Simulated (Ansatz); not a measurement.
Take WSe₂ (space group P6_3/mmc, No. 194; layered, stacked along the Cartesian z axis) as the base.

```
WSe2
1.0
    3.23049     0.00000     0.00000
   -1.61525     2.79769     0.00000
    0.00000     0.00000    12.41108
W Se
2 4
Direct
  0.66667   0.33333   0.75000
  0.33333   0.66667   0.25000
  0.66667   0.33333   0.38545
  0.33333   0.66667   0.88545
  0.33333   0.66667   0.61455
  0.66667   0.33333   0.11455
```

Cartesian axes are those of the cell as printed.

Method: PBEsol-D3(BJ) (Ansatz, a quantum-chemistry and plane-wave program; PAW; 420 eV plane waves; no spin-orbit coupling).

For the base:

| Property | Result |
|---|---|
| Band gap | 0.67 eV |
| Hole mass | 1.5 mₑ along c, 0.60 mₑ across (at Γ) |
| Valence-band top at Γ | 0.00, -0.78, -1.48 eV |

Perturbation: uniaxial strain ε_xx = +1.20 %, all other strain components held at zero, atoms relaxed at fixed cell.

**Question.** What does the calculation give for the band gap after the change?

**Answer.** The band gap goes up by 0.02 eV, from 0.67 eV to 0.69 eV.

**Question.** How does this affect the hole mass?

**Answer.** The hole mass goes from 1.5 mₑ along c, 0.60 mₑ across (at Γ) to 0.53 mₑ along x, 0.61 mₑ along y, 1.6 mₑ along z (at Γ).

**Question.** Predict the new valence-band top at Γ.

**Answer.** The valence-band top at Γ (three highest levels, from the VBM) changes from 0.00, -0.78, -1.48 eV to 0.00, -0.77, -1.41 eV.

Spin-orbit coupling, missing from the scalar runs, can matter with W. Effective masses come from finite differences of ±0.01 Å⁻¹. Stability against distortions was not tested.
